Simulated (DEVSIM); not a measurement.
Structure: Co/Al2O3/p-Si capacitor, at 300 K.

```
layer (left to right)  material  thickness (nm)  Na (cm⁻³)
---------------------  --------  --------------  ---------
1                         Al2O3            3.50          -
2                            Si             610     8.9e17
```

Metal gate on the left, work function 5 eV. Fixed charge at the semiconductor interface 6.5e10 cm⁻² (in units of +e); no interface traps.

Constants are typed, rounded textbook-type inputs, not results; the design itself was drawn at random and stands for no fabricated device. Values at 300 K.

```tsv
parameter	Al2O3	Si
gap (eV)	6.8	1.124
affinity (eV)	1.35	4.05
permittivity	9	11.7
Nc (cm⁻³)	-	2.86e19
Nv (cm⁻³)	-	3.1e19
```

Simulated with DEVSIM: 1D Poisson equation in equilibrium, Boltzmann statistics, complete ionisation; no quantum confinement or tunnelling. Metal contacts follow the ideal Schottky-Mott rule: no Fermi-level pinning, no interface dipoles.

The fixed charge was swept, all else fixed.

```tsv
fixed charge (cm^-2)	threshold voltage (band bending 2φF) (V)	flat-band voltage (V)
-5.94e12	…	0.33
-2.94e12	1.30	0.12
6.5e10	1.09	-0.09
3.06e12	0.87	-0.30
6.06e12	0.66	-0.51
```

Question: Fill in the missing entries.

Answer: 
- -5.94e12, threshold voltage (band bending 2φF) (V): 1.51
